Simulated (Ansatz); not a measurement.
Consider Pt in the fcc (Cu type) structure (space group Fm-3m, No. 225; a = 3.942 Å; relaxed with 0.1 eV smearing).

Method: r2SCAN/PAW in Ansatz (a program for electronic structure), no spin-orbit coupling.

For the base:

| Property | Result |
|---|---|
| Pressure | 0.0 GPa |
| Band gap | zero |

The change: an isotropic linear strain of −3.60 %, atoms relaxed at fixed cell.

Task: What does the calculation give for the energy relative to the base after the change?

Result: The energy goes up by 177 meV/atom.

Task: What happens to the pressure?

Result: The pressure goes from zero to 39.9 GPa.

Task: What happens to the band gap?

Result: The band gap is still zero.

Whether these cells are dynamically stable was not tested. All final runs are without spin polarisation.
